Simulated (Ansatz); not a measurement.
The starting structures come from a database of crystals and need not be the phases stable at ambient conditions.

 Where the default PAW files enter, the runs use the earlier of Ansatz's two default sets.

Given:

```xyz
14
Lattice="6.7151 0.0000 0.0000 0.0000 6.7151 0.0000 3.3575 -3.3575 3.3575" Properties=species:S:1:pos:R:3 pbc="T T T"
Hf     0.8394     1.6788     0.0000
Hf     3.3575     0.8394     1.6788
Hf     5.8757     1.6788     3.3575
Hf     6.7151    -0.8394     1.6788
Hf     8.3939     3.3575     2.5182
Hf     5.0363     3.3575     0.8394
N      6.2663    -2.9088     2.9088
N      2.1275    -1.2300     2.1275
N      3.8063     2.9088     2.9088
N      7.9451     1.2300     2.1275
N      0.4488     3.8063     0.4488
N      4.5876    -1.2300     1.2300
N      2.9088     2.9088     0.4488
N      5.4851     1.2300     1.2300
```

Space group of this cell: I-43d. The cell is taken as given; by r2SCAN its mean pressure is -2.1 GPa.

Transport runs along the normal of the first two printed cell vectors, the (001) plane of the conventional cell.

The gap is the functional's own. No spin-orbit coupling. Mid-gap values are interpolated on the energy grid.

Question: Predict the band gap and the smallest decay constant κ at mid-gap from r2SCAN (Ansatz, an electronic-structure program).

Answer: Gap 1.38 eV on a 10×10×10 mesh; κ = 0.184 1/Å, at the zone centre.
